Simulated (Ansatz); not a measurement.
Fluorite HfO2 (high-temperature phase), treated with r²SCAN+SOC (Ansatz, an electronic-structure program, plane waves, PAW).

Run with plane-wave cutoff 600 eV, 8×8×8 k mesh, PAW data made under PBE.

Computed at the level's own relaxed cell.

Elastic tensor (GPa, Voigt notation, ions relaxed):

```
  599.6   107.0   107.0     0.0     0.0     0.0
  107.0   599.6   107.0     0.0     0.0     0.0
  107.0   107.0   599.6     0.0     0.0     0.0
    0.0     0.0     0.0    73.8     0.0     0.0
    0.0     0.0     0.0     0.0    73.8     0.0
    0.0     0.0     0.0     0.0     0.0    73.8
```

Worked from these constants: the tetragonal shear constant is C′ = (C11 − C12)/2 = 246.3 GPa against C44 = 73.8 GPa, so the C44 shear is the softer. The Zener ratio C44/C′ is 0.30 (1 for an isotropic solid), and the Cauchy pressure C12 − C44 is 33.2 GPa. With C11 + 2C12 = 813.6 GPa all three Born conditions hold; they don't test modes at the zone boundary.

Note: symmetry holds this phase in the static calculation, where it need not be a minimum; held by symmetry at 0 K, a high-temperature phase can be a saddle point.
